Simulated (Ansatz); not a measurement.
The starting structures come from a database of crystals and need not be the phases stable at ambient conditions.

Inside the gap of an insulator the Bloch states are evanescent, with a wavenumber k + iκ along the transport direction.

```yaml
crystal:
  lattice:
    - [3.22584, 0.00000, 0.00000]
    - [0.00000, 14.45054, 0.00000]
    - [0.00000, 6.58837, 7.19714]
  atoms:
    - { symbol: Hf, position: [0.25000, 0.12467, 0.94475] }
    - { symbol: Hf, position: [0.75000, 0.87533, 0.05525] }
    - { symbol: Hf, position: [0.75000, 0.62467, 0.80591] }
    - { symbol: Hf, position: [0.25000, 0.37533, 0.19409] }
    - { symbol: Hf, position: [0.25000, 0.59323, 0.51279] }
    - { symbol: Hf, position: [0.75000, 0.40677, 0.48721] }
    - { symbol: Hf, position: [0.75000, 0.09323, 0.30075] }
    - { symbol: Hf, position: [0.25000, 0.90677, 0.69925] }
    - { symbol: Hf, position: [0.25000, 0.85345, 0.37365] }
    - { symbol: Hf, position: [0.75000, 0.14655, 0.62635] }
    - { symbol: Hf, position: [0.75000, 0.35345, 0.91945] }
    - { symbol: Hf, position: [0.25000, 0.64655, 0.08055] }
    - { symbol: N, position: [0.25000, 0.77539, 0.23315] }
    - { symbol: N, position: [0.75000, 0.22461, 0.76685] }
    - { symbol: N, position: [0.75000, 0.27539, 0.21607] }
    - { symbol: N, position: [0.25000, 0.72461, 0.78393] }
    - { symbol: N, position: [0.75000, 0.47032, 0.63314] }
    - { symbol: N, position: [0.25000, 0.52968, 0.36686] }
    - { symbol: N, position: [0.25000, 0.97032, 0.42622] }
    - { symbol: N, position: [0.75000, 0.02968, 0.57378] }
    - { symbol: N, position: [0.75000, 0.98207, 0.15913] }
    - { symbol: N, position: [0.25000, 0.01793, 0.84087] }
    - { symbol: N, position: [0.25000, 0.48207, 0.87673] }
    - { symbol: N, position: [0.75000, 0.51793, 0.12327] }
    - { symbol: N, position: [0.75000, 0.71480, 0.52376] }
    - { symbol: N, position: [0.25000, 0.28520, 0.47624] }
    - { symbol: N, position: [0.25000, 0.21480, 0.04664] }
    - { symbol: N, position: [0.75000, 0.78520, 0.95336] }
```

Space group of this cell: Pnma. The cell is taken as given; by r2SCAN its mean pressure is 2.3 GPa.

Transport runs along the normal of the first two printed cell vectors.

The gap is the functional's own. No spin-orbit coupling. Mid-gap values are interpolated on the energy grid.

### Question
Estimate the band gap and the smallest decay constant κ at mid-gap that r2SCAN in Ansatz (an electronic-structure program) returns for this system.

### Answer
Gap 1.38 eV on a 10×4×4 mesh; κ = 0.223 1/Å, at the zone centre.
